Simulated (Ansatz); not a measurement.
## What uniaxial strain ε_zz = −2.00 % does to MgTe

The parent structure is MgTe in the zinc blende structure (space group F-43m, No. 216; a = 6.368 Å). Axes: x, y, z lie along the cube axes.

Now apply this change: uniaxial strain ε_zz = −2.00 %, all other strain components held at zero, atoms relaxed at fixed cell.

Calculations: Ansatz (a program for electronic structure) LDA, no SOC. Settings: 9×9×9 k-points, 0.05 eV Fermi–Dirac smearing.

```csv
quantity,base,changed,shift
volume per atom,32.28 Å³,31.63 Å³,-0.65 Å³
space group,F-43m (No. 216),I-4m2 (No. 119),–
shortest interatomic distance,5.211 bohr,5.176 bohr,-0.035 bohr
energy relative to the base (free energy F),0 meV/atom,+2.0 meV/atom,+2.0 meV/atom
"pressure (mean of the normal stresses, compression positive)",0.01 GPa,0.82 GPa,+0.81 GPa
band gap,2.38 eV,2.44 eV,+0.054 eV
gap character,direct at Γ,direct at Γ,–
electron mass,0.16 mₑ (at Γ),0.16 mₑ (at Γ),–
"valence-band top at Γ (three highest levels, from the VBM)","0.00, 0.00, 0.00 eV","0.00, -0.05, -0.05 eV",–
"stress (xx, yy, zz, yz, xz, xy; compression positive)",–,"(0.73, 0.73, 0.99, 0.00, 0.00, 0.00) GPa",–
```

Final structure:

```xyz
2
Lattice="0.0000 3.1841 3.1204 3.1841 0.0000 3.1204 3.1841 3.1841 0.0000" Properties=species:S:1:pos:R:3 pbc="T T T"
Mg     0.0000     0.0000     0.0000
Te     1.5920     1.5920     1.5602
```

Spin-orbit coupling, missing from the scalar runs, can matter with Te. Effective masses come from finite differences of ±0.01 Å⁻¹. No phonon test of stability was made. k-point labels follow each cell's own Brillouin zone.
